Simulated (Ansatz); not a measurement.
## B (model structure, started from the fcc type, Fm-3m, No. 225, 1 atom in the cell)

Calculation: LDA (PAW; Ansatz, a quantum-chemistry and plane-wave program).

Numerical settings: plane-wave cutoff 520 eV, 32×32×32 k mesh, Fermi–Dirac smearing 0.05 eV, scalar-relativistic PAW data made under PBE.

Cell (relaxed at this level):

```xyz
1
Lattice="0.0000 1.4176 1.4176 1.4176 0.0000 1.4176 1.4176 1.4176 0.0000" Properties=species:S:1:pos:R:3 pbc="T T T"
B      0.0000     0.0000     0.0000
```

```json
{
  "band_gap": "none",
  "bulk_modulus": "290 GPa"
}
```

Note: the bulk modulus is −V dP/dV from two relaxed cells at ±2 % in volume; the relaxation could raise the start's symmetry but not lower it, so the cell can be a saddle point.

Computed values are for the static lattice.

A model structure was made by putting elements into a prototype or built by hand; it is no filed structure, need not be a known phase, and can be a saddle point held by its symmetry.
